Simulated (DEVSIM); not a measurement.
System: Ni/SiO2/n-GaAs capacitor, at 250 K.

```
layer (left to right)  material  thickness (nm)  Nd (cm⁻³)
---------------------  --------  --------------  ---------
1                          SiO2            2.60          -
2                          GaAs            5900     1.2e16
```

Metal gate on the left, work function 5.1 eV. Fixed charge at the semiconductor interface 0 cm⁻² (in units of +e); no interface traps.

Constants are typed, rounded textbook-type inputs, not results; the design itself was drawn at random and stands for no fabricated device. Values at 300 K; Nc and Nv go as T^1.5, mobilities as T to minus their exponent, the gap by Varshni's rule with the affinity fixed.

| parameter | SiO2 | GaAs |
|---|---|---|
| gap (eV) | 9 | 1.424 |
| affinity (eV) | 0.9 | 4.07 |
| permittivity | 3.9 | 12.9 |
| Nc (cm⁻³) | - | 4.7e17 |
| Nv (cm⁻³) | - | 9e18 |
| Varshni α (eV/K) | - | 0.000541 |
| Varshni β (K) | - | 204 |

DEVSIM, 1D Poisson equation in equilibrium, Boltzmann statistics, complete ionisation; no quantum confinement or tunnelling. Metal contacts follow the ideal Schottky-Mott rule: no Fermi-level pinning, no interface dipoles.

The temperature was swept, all else fixed.

```csv
temperature (K),flat-band voltage (V),threshold voltage (band bending 2φF) (V),minimum of the low-frequency capacitance (μF/cm²)
250,0.96,-0.33,0.0312
300,0.94,-0.28,0.0330
350,0.91,-0.22,0.0342
400,0.89,-0.15,0.0363
450,0.86,-0.09,0.0392
500,0.84,-0.03,0.0419
```

From the first row to the last the flat-band voltage goes from 0.96 to 0.84. From the first row to the last the threshold voltage (band bending 2φF) goes from -0.33 to -0.03.
